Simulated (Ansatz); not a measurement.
A 16-atom cell of (Si,Sn) started in the diamond structure, site fractions Si 0.750, Sn 0.250, short-range order 0.00 in the first shell of the mixed sites (0 is random, a negative value favours unlike neighbours), space group Imm2 at the end, an ordered arrangement that its symmetry holds. The mixed sublattice has 16 sites.

The mixing enthalpy is taken against the end members in the diamond type, relaxed in the same cell and mesh.

Calculation: PBE (plane waves to 420 eV, PAW; Ansatz, a first-principles code). No spin–orbit coupling. Its k-point mesh 4×4×4, Fermi–Dirac width 0.01 eV.

```tsv
cell	energy at zero smearing (eV)
Si	-10172.932
Sn	-96387.327
SnSi3	-31724.201
```

Task: Work out the mixing enthalpy per mixed site and the interaction parameter Ω of a regular solution.

Result: With x = 4/16 of the second end member, ΔH = [-31724.201 − 12/16 × (-10172.932) − 4/16 × (-96387.327)] / 16 = 146 meV against the separate end members. Ω = ΔH / x(1 − x) = 777 meV.
